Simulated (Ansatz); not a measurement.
Results of r²SCAN+rVV10 (Ansatz, a quantum-chemistry and plane-wave program, PAW) for stishovite (SiO2).

Run with plane-wave cutoff 560 eV, 8×8×12 k mesh (along the axes of the cell as run), Fermi–Dirac smearing 0.01 eV, scalar-relativistic PAW data made under PBE.

Shape and atoms are relaxed at each volume.

The direct gap at Γ against volume; x = 100 ln(V/7.753 Å³). One gap is withheld.

| V (Å³/atom) | x | gap (eV) |
|---|---|---|
| 7.443 | -4.08 | 7.253 |
| 7.598 | -2.02 | 6.896 |
| 7.753 | 0.00 | 6.559 |
| 7.908 | 1.98 | 6.246 |
| 8.064 | 3.93 | ? |

### Question
Fit a straight line to the rows shown, give the volume deformation potential and predict the withheld gap.

### Answer
Means of the 4 rows: x̄ = -1.030, ȳ = 6.7385 eV. Σ(x − x̄)(y − ȳ) = -3.3925 and Σ(x − x̄)² = 20.404, so the slope is -0.1663 eV per unit of x, and dE_g/d ln V = -16.6 eV. At x = 3.93: 6.7385 + (-0.1663) × (3.93 − (-1.030)) = 5.914 eV. The run gives 5.955 eV, 0.041 eV above the line, as the curve bends the same way over all rows.

Note: the bulk modulus comes from volumes at which shape and atoms were relaxed.
